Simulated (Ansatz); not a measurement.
Amorphous Hf18O37Ba, 56 atoms at 8.85 g/cm³, one PBE-relaxed geometry, zone centre. Methods: PBE, scalar-relativistic without spin-orbit coupling (Ansatz, a program for electronic structure); r2SCAN, scalar-relativistic without spin-orbit coupling (Ansatz); HSE06, scalar-relativistic without spin-orbit coupling (Ansatz). Plane waves to 420 eV (r2SCAN 500 eV); exact exchange is cut at the cell's faces. All rungs ran without spin polarisation.

A CHGNet melt-quench gave the starting glass, which DFT then relaxed. O atoms were pushed apart under 1.9 Å during the dynamics, to hinder bonds among them. The hot cell started wider than the set density and was brought back towards it in steps. It is the lowest in DFT energy of 2 quenches. It is a model cell: composition and starting density were chosen by hand, and all elements were melted together. No dispersion term was used. Its density started from a set value of 8.86 and ended at 8.85 g/cm³. The quench (nominally 300 K/ps over its main leg) was far faster than any real one, so the model tends to hold more defects than a real film. One small periodic cell is one sample of the glass; other quenches scatter about these values. The volume was held where the preparation left it and the shape relaxed, at a PBE pressure of 1.7 GPa. Stress components on the final sampling reach 1.8 GPa.

The relaxation ran on the zone centre alone. At PBE the gap is 4.03 eV on a 2×2×2 Γ-centred mesh, and the spacing at the zone centre alone 4.09 eV.

Question: What zone-centre spacing does r2SCAN give, roughly?

Answer: 4.54 eV (+0.45 eV against PBE).

Question: What zone-centre spacing does HSE06 give, roughly?

Answer: 5.65 eV (+1.56 eV against PBE).

The highest filled and the lowest empty state spread over these numbers of atoms (participation numbers): PBE: 16.3 and 14.9; r2SCAN: 15.9 and 13.8; HSE06: 15.9 and 13.6.
